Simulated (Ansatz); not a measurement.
The parent structure is Mg in the hcp (Mg type) structure (space group P6_3/mmc, No. 194; a = 3.175 Å, c = 5.163 Å; relaxed with 0.1 eV smearing). Axes: x lies along a and z along c of the hexagonal cell.

Method: plane-wave PAW DFT at the PBEsol level (Ansatz, a program for electronic structure, 420 eV), no spin-orbit coupling.

For the base:

- Pressure: 0.0 GPa
- Shortest interatomic distance: 3.166 Å

The change: the cell is compressed by 1.00 % along z with no lateral relaxation, atoms relaxed at fixed cell.

Question: Estimate the effect on the pressure.

Answer: The pressure (mean of the normal stresses, compression positive) goes from zero to 0.4 GPa.

Question: Estimate the effect on the energy relative to the base.

Answer: The energy increases by 0.5 meV/atom.

Question: What does the calculation give for the shortest interatomic distance after the change?

Answer: The shortest interatomic distance falls by 0.021 Å to 3.145 Å.

The cells carry an imposed strain or load. Stability against distortions was not tested.
